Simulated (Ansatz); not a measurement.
S on the 1x1 (101) surface of tetragonal HfO2 (a metastable polymorph) (cut with top plane O), one in a 1x1 cell, started at the site 'bridge O-O (span 4.0 Å)'

Host crystal: tetragonal HfO2, with a band gap (PBE, scalar-relativistic without spin-orbit coupling).

Computed with PBE (plane waves to 420 eV, PAW; Ansatz, an electronic-structure program).

Set-up: 19 atoms, 7.6 Å thick at the start under the adsorbate (thin: gaps and levels are the slab's own); mesh 6x3x1; 0.01 eV smearing; dipole correction on; 8 atoms held, the rest relaxed; no symmetry held; spin-polarised, ending with about 2.0 μB a cell; orders that need a larger cell were not tried, no spin-orbit, no U, no dispersion correction. At the end it is bonded to Hf. In PBE this state lies 1.23 eV over the lowest of the starts that converged ('top O #2', where the adsorbate paired with a surface O atom).

The adsorption energy against ⅛ S8(g) is 2.08 eV. The change of the step from the bottom to the top vacuum level, against the clean slab comes out as 0.25 eV. The energy released by relaxation comes out as 0.27 eV and the height of the binding atom over the mean of the host atoms within 0.3 Å of the top one is 1.599 Å. The magnetic moment of the cell is 2.00 μB and the nearest host atoms of the binding atom is O at 2.55 Å, Hf at 2.59 Å, O at 3.35 Å. The largest move of a host atom is 0.33 Å and the caution is the clean host was not checked against rearrangement in a larger or rattled cell. The note comes out as in the relaxation the adsorbate left its starting site by 1.2 Å. The cost comes out as about 40 core-minutes (a rough figure).

A negative adsorption energy means that the adsorbate is more stable on the surface than in its reference.
